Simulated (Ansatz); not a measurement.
Start from SiC in the wurtzite structure (space group P6_3mc, No. 186; a = 3.076 Å, c = 5.048 Å).

Level of theory: Ansatz (an electronic-structure program) PBEsol, spin-orbit coupling left out.

Before the change:

- Smallest direct gap = 3.86 eV

The change: an isotropic linear strain of +0.60 %, atoms relaxed at fixed cell.

How does this affect the smallest direct gap?

The smallest direct gap falls by 0.04 eV (3.86 eV → 3.82 eV).

Predict the new energy relative to the base.

The energy goes up by 2.3 meV/atom.

No phonon test of stability was made.
